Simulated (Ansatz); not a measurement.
Al: stress against strain

Al (fcc, Fm-3m, 16.186 Å³/atom at rest, cube axes along x, y and z) under a strain ε along a cube axis (axis z), the other axes held. PBEsol in Ansatz, a plane-wave DFT program (PAW, default set), 420 eV, 28×28×28 Γ-centred mesh, Fermi-Dirac smearing 0.10 eV; ions are relaxed within the symmetry of each cell. Stress is positive for a compressed cell.

Here s stands for strain and y for stress zz.

```csv
strain (%),stress zz (GPa)
-1.50,1.79
-1.00,1.15
-0.50,0.56
0.00,-0.01
0.50,-0.55
1.00,-1.08
1.50,-1.60
3.00,?
```

Question: Using a straight line, estimate the missing y at s = 3.00 from the other rows, showing the fit.

Answer: Means: s 0, y 0.037. About the means, the sum of products is -7.8700 and the sum of squares of s is 7.0000; the slope is their ratio. Least squares gives y = 0.037 - 1.1243·s. Residuals (row less fit): 0.067, -0.011, -0.039, -0.047, -0.025, 0.007, 0.049; standard error 0.048 (degrees of freedom: 5). The slope gives the elastic constant C11 = 112 ± 1.8 GPa. At the withheld row, y = 0.037 - 1.1243 × 3.0 = -3.336 GPa. The calculation gives -3.04 GPa, 0.296 GPa above the prediction (6.1 % of the range of y in the table). The row lies outside the fitted rows, so this is an extrapolation. From the scatter of the fitted rows alone, a prediction at this place has a standard error of 0.074 GPa, so the miss is 4.0 times that.

One order more, fitted to all 13 runs of the series, follows each within 0.05, so the miss is the next term of a smooth law. In a metal these values are sensitive to mesh and smearing; energies are taken to zero smearing, stresses follow the free energy. Rows are the converged runs of the series near zero and its far end; series whose fitted rows scatter by over a few per cent of the range, as at a crossing or softening among them, aren't shown in this form. Most that stay on the fit to the last digits aren't either.
